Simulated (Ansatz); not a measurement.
Base system: BaZrO3 in the cubic perovskite structure (space group Pm-3m, No. 221).

BaZrO₃ has the cubic space group Pm-3m (No. 221), the cubic perovskite structure, Pearson symbol cP5. Conventional cell: a = 4.227 Å, b = 4.227 Å, c = 4.227 Å, α = 90.00°, β = 90.00°, γ = 90.00°. Ba on 1a is coordinated by 12 O at 2.989 Å (cuboctahedral). Zr on 1b is coordinated by 6 O at 2.114 Å (octahedral). O on 3c sees 2 Zr at 2.114 Å and 4 Ba at 2.989 Å (octahedral). (Neighbours: up to the widest gap in distance over summed covalent radii, below 1.35, at either atom; cation-cation and far metal-metal contacts left out.)

Computed with PBE (Ansatz, a first-principles code, PAW, no SOC).

For the base:

The band gap is 3.18 eV. The electron mass is 0.36, 0.36, 2.8 mₑ (at Γ).

The change: every lattice vector is shortened by 3.00 %, atoms relaxed at fixed cell.

### Question
Estimate the effect on the energy relative to the base.

### Answer
The energy increases by 63 meV/atom.

### Question
Estimate the effect on the band gap.

### Answer
The band gap increases by 0.21 eV to 3.39 eV.

### Question
Estimate the effect on the electron mass.

### Answer
The electron mass (degenerate bands, along [100]) becomes 0.33, 0.33, 2.6 mₑ (at Γ) (base: 0.36, 0.36, 2.8 mₑ (at Γ)).

The cells carry an imposed strain or load. Masses are band curvatures over ±0.01 Å⁻¹ around the edge. Whether these cells are dynamically stable was not tested.
